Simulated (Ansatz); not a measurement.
The parent structure is NbAs (space group I4_1md, No. 109; relaxed with 0.1 eV smearing).

```
NbAs
1.0
   -1.73693     1.73693     5.87465
    1.73693    -1.73693     5.87465
    1.73693     1.73693    -5.87465
Nb As
2 2
Cartesian
  0.00000   0.00000  11.73627
  0.00000   1.73693   2.92429
  0.00000   0.00000   4.90075
  1.73693   0.00000   1.96342
```

All numbers come from Ansatz (a first-principles code), PBE, PAW, cutoff 420 eV, without spin-orbit coupling.

Base values:

* **Band gap**: zero

Modification: an isotropic linear strain of −2.35 %; the atoms relax in the strained cell.

### Question
How does this affect the energy relative to the base and band gap?

### Answer
The energy grows by 49 meV/atom; the band gap remains zero.

No phonon test of stability was made. The final runs are not spin-polarised. The zero or small gap of NbAs can change with the level of theory.
